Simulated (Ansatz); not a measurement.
## Pd3Ge (model structure, started from the D03 type, Fm-3m, No. 225, 4 atoms in the cell)

All values below come from PBEsol in Ansatz (PAW).

Run with plane-wave cutoff 500 eV, 12×12×12 k mesh, Fermi–Dirac smearing 0.05 eV, scalar-relativistic PAW data made under PBE.

Cell (relaxed at this level):

```cif
data_Ge4Pd12
_chemical_formula_sum 'Ge4 Pd12'
_space_group_name_H-M_alt 'Fm-3m'
_space_group_IT_number 225
_space_group_name_Hall '-F 4 2 3'
_cell_length_a 6.14430
_cell_length_b 6.14430
_cell_length_c 6.14430
_cell_angle_alpha 90.000
_cell_angle_beta 90.000
_cell_angle_gamma 90.000
loop_
_atom_site_label
_atom_site_type_symbol
_atom_site_symmetry_multiplicity
_atom_site_Wyckoff_symbol
_atom_site_fract_x
_atom_site_fract_y
_atom_site_fract_z
_atom_site_occupancy
Ge1 Ge 4 a 0.00000 0.00000 0.00000 1
Pd1 Pd 4 b 0.50000 0.50000 0.50000 1
Pd2 Pd 8 c 0.25000 0.25000 0.25000 1
```
(The calculation used a cell of 4 atoms; values per cell refer to that cell.)

band gap: none

Note: the relaxation could raise the start's symmetry but not lower it, so the cell can be a saddle point.

Spin–orbit coupling is not included.

Computing time: about 80 core-seconds (a rough figure).

A model structure was made by putting elements into a prototype or built by hand; it is no filed structure, need not be a known phase, and can be a saddle point held by its symmetry.

Ansatz is an electronic-structure program.
